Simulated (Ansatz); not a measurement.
Consider GaN in the zinc blende structure (space group F-43m, No. 216; a = 4.498 Å). Axes: x, y, z lie along the cube axes.

Now apply this change: a pure shear with ε_xy = ε_yx = 0.0143; the atoms relax in the strained cell.

All numbers come from r2SCAN in Ansatz (plane waves to 500 eV, PAW, no spin-orbit coupling).

Question: Give the band edges at the high-symmetry points of the new zone, measured from its valence-band maximum.

Answer: 
```tsv
point	valence edge (eV)	conduction edge (eV)
Γ	0.00	2.06
X	-2.69	3.63
F₂	-2.49	5.22
Σ₀	-2.49	5.22
Y₀	-2.20	5.49
U₀	-2.20	5.49
R	-1.12	4.99
W	-3.82	6.64
S	-0.98	5.26
T	-2.90	3.67
```

The gap is 2.06 eV, direct at Γ.

No phonon test of stability was made. This is not the structure that GaN has at room temperature and ambient pressure. Labels are those of the standard path for the cell's own space group.

Ansatz is a quantum-chemistry and plane-wave program.
